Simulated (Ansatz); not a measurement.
Consider BN in the zinc blende structure (space group F-43m, No. 216; a = 3.606 Å). Axes: x, y, z lie along the cube axes.

Now apply this change: uniaxial stress, 2 GPa tension along x; all other stress components relax to zero.

Levels (all Ansatz, an electronic-structure program, PAW): PBEsol (420 eV, scalar-relativistic without spin-orbit coupling); PBEsol+SOC (420 eV, with spin-orbit coupling).

The geometry is relaxed with PBEsol.

PBEsol lowest conduction level above the VBM at special points: X 4.27 eV; M 4.32 eV; S 6.83 eV; S₀ 6.83 eV
PBEsol smallest direct gap: 8.78 eV
PBEsol valence-band top at Γ: 0.00, 0.00, -0.03 eV
PBEsol pressure: -0.67 GPa

How does going to PBEsol+SOC change the lowest conduction level above the VBM at special points, smallest direct gap, valence-band top at Γ and pressure?

The lowest conduction level above the VBM at special points changes from X 4.27 eV; M 4.32 eV; S 6.83 eV; S₀ 6.83 eV to X 4.26 eV; M 4.32 eV; S 6.82 eV; S₀ 6.82 eV; the smallest direct gap decreases by 0.01 eV (8.78 eV → 8.77 eV); the valence-band top at Γ (three highest Kramers pairs, from the VBM) becomes 0.00, -0.01, -0.04 eV (PBEsol: 0.00, 0.00, -0.03 eV); the pressure remains -0.67 GPa.

Single points use the geometry relaxed with PBEsol. The spin-orbit shifts are approximate. Load acts through the strain it causes; cell and atoms are relaxed under it. Beyond what the load breaks, stability against distortions was not tested. Labels are those of the standard path for the cell's own space group.
